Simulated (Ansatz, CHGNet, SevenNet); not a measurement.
## GeS (model structure, started from the 6H type, P6₃mc, No. 186, 12 atoms in the cell): properties by level of theory

```json
[
 {"level (code)": "CHGNet 0.3.0", "equilibrium lattice constant a (Å)": "4.276", "c axis length (Å)": "21.144"},
 {"level (code)": "SevenNet-l3i5", "equilibrium lattice constant a (Å)": "4.319", "c axis length (Å)": "19.603"},
 {"level (code)": "LDA (Ansatz)", "equilibrium lattice constant a (Å)": "4.500", "c axis length (Å)": "15.091"},
 {"level (code)": "PBE-D3(BJ) (Ansatz)", "equilibrium lattice constant a (Å)": "4.643", "c axis length (Å)": "15.686"}
]
```

Caveats: a distance lies near a switch of the dispersion term, which can move the cell (PBE-D3(BJ)); the cell has another shape than the first-principles one, perhaps another minimum in the same group (CHGNet 0.3.0, SevenNet-l3i5). Ansatz's density-functional and Hartree–Fock values are scalar-relativistic unless marked +SOC, with PAW data made under PBE.

Computed values are for the static lattice.

A model structure was made by putting elements into a prototype or built by hand; it is no filed structure, need not be a known phase, and can be a saddle point held by its symmetry.

Ansatz is an electronic-structure program.
